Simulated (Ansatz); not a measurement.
Output of an Ansatz run (abridged):

```
WARN the atoms were moved onto the symmetric positions of the space group found under crystal.symmetry.tolerance 1.0e-5 (fractional …
WARN ansatz: RAYON_NUM_THREADS=1 ignored (pool sized by the plan → 1); use --threads N
Pseudopotentials: kind: paw
Pseudopotential: Tc, paw, valence charge 15
Pseudopotential: Ir, paw, valence charge 17
Crystal: 8 atoms, lattice volume = 112.553 Å³
Basis set: ecut = 500 eV, 2859 PW (Γ), exchange–correlation on 80×80×64 points (8 copies of the dense FFT grid, shifted against one another)
Bands: 75, of which v1, the nominal top of the filled ones, is band 62 counted from 1 (61 counted from 0)
Symmetry: 6 space group operations
Space group: P3m1 (ITA 156), of the structure as read, at distance tolerance 4.8e-5 Å
k-points: 14 of 80 (time reversal used)
PAW frozen core: Tc, regenerated for the run's functional, and the local potential with it
PAW frozen core: Ir, regenerated for the run's functional, and the local potential with it
Initial density: superposition of atomic densities (chi_scale 0.1, normalization cell, long waves kept (reshape's long-wave potential 0.00 eV rms))
Initial wavefunctions: pseudopotential atomic-orbital guess
Eigensolver: davidson
Functional: x = pbesol(κ = 0.804, μ = 0.12345679012345678), c = pbesol(β = 0.046)
SCF iter   1: F=—  HF=-55632.585580 eV  |F-HF|=—  |Δ(HF+E_count)|=         —  Δρ=1.43e-1  dr2=5.60e1  ethr=3.10e-3  ⟨swp⟩=4.8  Hψ=3195  notcnv=0
all-band conjugate gradients solve this SCF's bands
preconditioner: auto → Kerker (q_TF=auto, 2.773 Å⁻¹)
SCF iter   2: F=—  HF=-55628.023585 eV  |F-HF|=—  |Δ(HF+E_count)|=    4.56e0  Δρ=7.54e-2  dr2=1.69e1  ethr=3.10e-3  ⟨swp⟩=2.0  Hψ=1755  notcnv=0  defer=2
SCF iter   3: F=—  HF=-55626.129522 eV  |F-HF|=—  |Δ(HF+E_count)|=    1.89e0  Δρ=1.08e-2  dr2=2.96e-1  ethr=3.10e-3  ⟨swp⟩=2.0  Hψ=1648  notcnv=0  defer=2
SCF iter   4: F=—  HF=-55626.065401 eV  |F-HF|=—  |Δ(HF+E_count)|=   6.41e-2  Δρ=2.69e-3  dr2=5.59e-3  ethr=2.38e-4  ⟨swp⟩=2.1  Hψ=1789  notcnv=0
SCF iter   5: F=—  HF=-55626.064406 eV  |F-HF|=—  |Δ(HF+E_count)|=   9.95e-4  Δρ=6.34e-4  dr2=8.39e-4  ethr=4.51e-6  ⟨swp⟩=2.0  Hψ=1808  notcnv=0
SCF iter   6: F=—  HF=-55626.064197 eV  |F-HF|=—  |Δ(HF+E_count)|=   2.09e-4  Δρ=1.21e-4  dr2=1.60e-5  ethr=6.76e-7  ⟨swp⟩=2.0  Hψ=1465  notcnv=0
SCF iter   7: F=—  HF=-55626.064195 eV  |F-HF|=—  |Δ(HF+E_count)|=   1.94e-6  Δρ=2.47e-5  dr2=7.84e-7  ethr=1.29e-8  ⟨swp⟩=2.0  Hψ=1460  notcnv=0
SCF iter   8: F=-55626.064195 eV  HF=-55626.064195 eV  |F-HF|=6.27e-9  |Δ(HF+E_count)|=   1.05e-7  Δρ=4.36e-6  dr2=1.59e-8  ethr=8.06e-11  ⟨swp⟩=4.1  Hψ=3318  notcnv=0
SCF 1 converged in 8 iterations: F = -55626.064195 eV  dr2 = 1.59e-8
SCF converged after 8 iterations
Free energy (F): -55626.064195 eV
Harris-Foulkes:  -55626.064195 eV  (|F-HF|=6.27e-9)
Internal energy: -55625.840816 eV  (E = F + TS)
E sigma→0 (E₀):  -55625.952505 eV
Entropy (-TS):   -0.223379 eV (-27.922 meV/atom)
Fermi energy:    23.417008 eV
--- Per-component energies (eV) ---
  E_band       = -441.875914
  E_kinetic    = 4985.955644
  E_local      = -9205.225867  (includes V_loc(G=0)·N_el)
  E_nonlocal   = 1882.961399
  E_hartree    = 2730.664621
  E_xc         = -1962.161259
  E_vxc        = -2366.087624  (∫ρ·V_xc dr)
  E_paw        = -37495.093077  (= ΣΔE_a)
  E_vpaw       = -1200.814226  (= ΣTr[D̂ρ^β])
  E_aug_tail   = -0.000115  (compensation charges beyond the density's cutoff)
  E_ewald      = -16564.833798
  E_core_change = 1.891637  (= ΣΔE_core)
  E_smearing   = -0.223379  (= −TS)
  E_closure    = 0.000000  (closes the sum)
  Σ components = -55626.064195   (vs F -55626.064195, Δ=0.00e0)
--- Forces (eV/Å), atoms counted from 1 ---
  atom   1  Tc    -0.11748767     0.06783155     0.15422936
  atom   2  Tc     0.13133723    -0.07582760    -0.00389542
  atom   3  Tc    -0.13133724    -0.07582758    -0.00389542
  atom   4  Tc     0.11748768     0.06783154     0.15422936
  atom   5  Tc    -0.00000001    -0.13566308     0.15422936
  atom   6  Tc     0.00000001     0.15165518    -0.00389542
  atom   7  Ir    -0.00000000     0.00000000    -0.52006790
  atom   8  Ir     0.00000000     0.00000000     0.06906301
  max |Σ_I F_I| component: 3.06e-6 eV/Å
--- Stress (GPa, compression-positive) ---
       -1.370917       0.000000      -0.000000
        0.000000      -1.370917       0.000000
       -0.000000       0.000000      -3.414709
  P = ⅓ Tr σ = -2.0522 GPa (-20.522 kbar)
  The stress holds the Pulay correction. Without it, at fixed plane waves, as pw.x and ABINIT print it: P = -2.0832 GPa
--- Band table (eV; the first three rows and the last of 14) ---
  k-point 0: bands = ["-68.7794", "-68.7746", "-43.4778", "-43.3064", "-43.3064", "-43.2636", "-43.2013", "-43.2013", "-25.6418", "-25.6418", "-25.6366", "-25.6308", "-25.6308", "-25.6254", "-16.0591", "-16.0309", "-15.7845", "-15.6657", "-15.6657", [...]
  k-point 1: bands = ["-68.7794", "-68.7746", "-43.4578", "-43.2963", "-43.2963", "-43.2845", "-43.2113", "-43.2113", "-25.6416", "-25.6416", "-25.6352", "-25.6322", "-25.6322", "-25.6256", "-16.0459", "-16.0232", "-15.8326", "-15.8326", "-15.7144", [...]
  k-point 2: bands = ["-68.7794", "-68.7746", "-43.4050", "-43.3388", "-43.2700", "-43.2700", "-43.2375", "-43.2375", "-25.6409", "-25.6409", "-25.6351", "-25.6351", "-25.6328", "-25.6259", "-16.0210", "-16.0119", "-15.8885", "-15.8885", "-15.8207", [...]
  k-point 13: bands = ["-68.7794", "-68.7746", "-43.3767", "-43.3126", "-43.2952", "-43.2821", "-43.2525", "-43.2416", "-25.6376", "-25.6359", "-25.6343", "-25.6317", "-25.6289", "-25.6252", "-15.8930", "-15.8732", "-15.8707", "-15.8256", [...]
```

The structure:

```
CELL_PARAMETERS angstrom
      5.47924     0.00000     0.00000
     -2.73962     4.74516     0.00000
      0.00000     0.00000     4.32898
ATOMIC_POSITIONS crystal
  Tc 0.83969 0.16031 0.75000
  Tc 0.16031 0.83969 0.25000
  Tc 0.67938 0.83969 0.25000
  Tc 0.32062 0.16031 0.75000
  Tc 0.83969 0.67938 0.75000
  Tc 0.16031 0.32062 0.25000
  Ir 0.66667 0.33333 0.26155
  Ir 0.33333 0.66667 0.75000
```

### Question
Reconstruct the input of this run.

### Answer
Other spellings and defaults could give the same log, and not every line can be read from it. The input that was run (DFT, PBEsol, plane waves, default PAW files made with PBE):

Ansatz 0.2 input:
```yaml
# Tc3Ir
crystal:
  lattice:
    - [5.47924300, 0.00000000, 0.00000000]
    - [-2.73962100, 4.74516400, 0.00000000]
    - [0.00000000, 0.00000000, 4.32898400]
  atoms:
    - { symbol: Tc, position: [0.83969000, 0.16031000, 0.75000000] }
    - { symbol: Tc, position: [0.16031000, 0.83969000, 0.25000000] }
    - { symbol: Tc, position: [0.67938000, 0.83969000, 0.25000000] }
    - { symbol: Tc, position: [0.32062000, 0.16031000, 0.75000000] }
    - { symbol: Tc, position: [0.83969000, 0.67938000, 0.75000000] }
    - { symbol: Tc, position: [0.16031000, 0.32062000, 0.25000000] }
    - { symbol: Ir, position: [0.66666700, 0.33333300, 0.26155000] }
    - { symbol: Ir, position: [0.33333300, 0.66666700, 0.75000000] }
basis:
  ecutwfc: 500.0
kpoints:
  mp_grid: { grid: [4, 4, 5] }
hamiltonian:
  xc: pbesol
  pseudopotentials: { kind: paw }
scf:
  occupations: { method: fermi_dirac, width: 0.1 }
output:
  forces: true
  eigenvalues: true
  stress: true
```

The starting cell comes from a database of computed structures (which also holds hypothetical and non-ambient phases and stackings), without a prior relaxation at this level. Its lattice was rescaled by up to half a per cent. One atom was moved a little off its site on purpose. Spin-orbit coupling is off. Spin polarisation is off. Ansatz's pressure includes its estimate of the finite-basis (Pulay) stress.

Ansatz is a first-principles code.
